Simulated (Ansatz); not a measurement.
Consider W2C (space group P-31m, No. 162; a cell from a computed database, its experimental status unchecked).

```xyz
9
Lattice="5.2006 0.0000 0.0000 -2.6003 4.5038 0.0000 0.0000 0.0000 4.7375" Properties=species:S:1:pos:R:3 pbc="T T T"
W      1.7370     3.0085     1.1740
W      0.8633     1.4953     3.5634
W      1.7266     0.0000     1.1740
W      3.4739     0.0000     3.5634
W     -0.8633     1.4953     1.1740
W     -1.7370     3.0085     3.5634
C      0.0000     0.0000     0.0000
C      2.6003     1.5013     2.3687
C      0.0000     3.0025     2.3687
```

The values are results of PBEsol in Ansatz (plane waves to 420 eV, PAW, no spin-orbit coupling), not measurements.

One change was made to it. Results:

The lattice parameter a drops by 0.8 pm to 519.3 pm; the c/a ratio remains 0.911; the band gap is still zero.

What was done to the base?
A) pressure 7.5 GPa
B) pressure 1.5 GPa
C) pressure 5 GPa
D) pressure −1 GPa

B, pressure 1.5 GPa. For comparison, the lattice parameter a in the other runs: pressure 5 GPa gives 517.6 pm; pressure −1 GPa gives 520.6 pm; pressure 7.5 GPa gives 516.4 pm.

Load acts through the strain it causes; cell and atoms are relaxed under it. Stability against distortions was not tested. Competing high-pressure phases were not computed. All final runs are without spin polarisation.

Ansatz is a program for electronic structure.
